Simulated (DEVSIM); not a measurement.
System: Ti/TiO2/n-In0.53Ga0.47As capacitor, at 300 K.

```
layer (left to right)        material  thickness (nm)  Nd (cm⁻³)
---------------------  --------------  --------------  ---------
1                                TiO2            23.0          -
2                      In0.53Ga0.47As           14000     1.7e15
```

Metal gate on the left, work function 4.33 eV. Fixed charge at the semiconductor interface 0 cm⁻² (in units of +e); interface traps 3.7e10 cm⁻² eV⁻¹, uniform in energy, neutral level at 0.7 of the gap above the valence band.

Constants are typed, rounded textbook-type inputs, not results; the design itself was drawn at random and stands for no fabricated device. Values at 300 K.

```csv
parameter,TiO2,In0.53Ga0.47As
gap (eV),3.2,0.74
affinity (eV),3.9,4.51
permittivity,60,13.9
Nc (cm⁻³),-,2.1e17
Nv (cm⁻³),-,7.7e18
```

Simulated with DEVSIM: 1D Poisson equation in equilibrium, Boltzmann statistics, complete ionisation; no quantum confinement or tunnelling. Metal contacts follow the ideal Schottky-Mott rule: no Fermi-level pinning, no interface dipoles.

The fixed charge was swept, all else fixed.

```tsv
fixed charge (cm^-2)	threshold voltage (band bending 2φF) (V)	flat-band voltage (V)
-3.3e12	-0.48	-0.08
-1.65e12	-0.60	-0.19
0	-0.71	-0.30
1.65e12	-0.82	-0.42
3.3e12	-0.94	-0.53
```

From the first row to the last the threshold voltage (band bending 2φF) goes from -0.48 to -0.94. From the first row to the last the flat-band voltage goes from -0.08 to -0.53.
